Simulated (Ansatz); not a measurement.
Base system: MoSi₂ (space group I4/mmm, No. 139; relaxed with 0.1 eV smearing).

```
MoSi2
1.0
   -1.59504     1.59504     3.91100
    1.59504    -1.59504     3.91100
    1.59504     1.59504    -3.91100
Si Mo
2 1
Direct
  0.66495   0.66495   0.00000
  0.33505   0.33505   0.00000
  0.00000   0.00000   0.00000
```

Cartesian axes are those of the cell as printed.

The values are results of DFT with PBEsol, PAW potentials and a 420 eV plane-wave cutoff in Ansatz (a program for electronic structure), no SOC, not measurements.

Strains are applied to the cell and any free atomic positions relax; under biaxial strain the out-of-plane vector relaxes too.

One change was made to it. Results:

The pressure (mean of the normal stresses, compression positive) goes from zero to 3.5 GPa; the energy increases by 4.2 meV/atom; the volume per atom falls by 0.214 Å³ (13.27 Å³ → 13.05 Å³).

Which of these changes matches the shifts?
A) biaxial strain −1.50 %, plane normal [001], relaxed out of plane
B) biaxial strain −1.00 %, plane normal [001], relaxed out of plane
C) biaxial strain −2.50 %, plane normal [001], relaxed out of plane
D) biaxial strain −2.00 %, plane normal [001], relaxed out of plane
E) biaxial strain +1.00 %, plane normal [001], relaxed out of plane

B, biaxial strain −1.00 %, plane normal [001], relaxed out of plane. For comparison, the pressure in the other runs: biaxial strain +1.00 %, plane normal [001], relaxed out of plane gives -3.2 GPa; biaxial strain −2.50 %, plane normal [001], relaxed out of plane gives 9.1 GPa; biaxial strain −2.00 %, plane normal [001], relaxed out of plane gives 7.2 GPa; biaxial strain −1.50 %, plane normal [001], relaxed out of plane gives 5.3 GPa.

No phonon test of stability was made. All final runs are without spin polarisation.
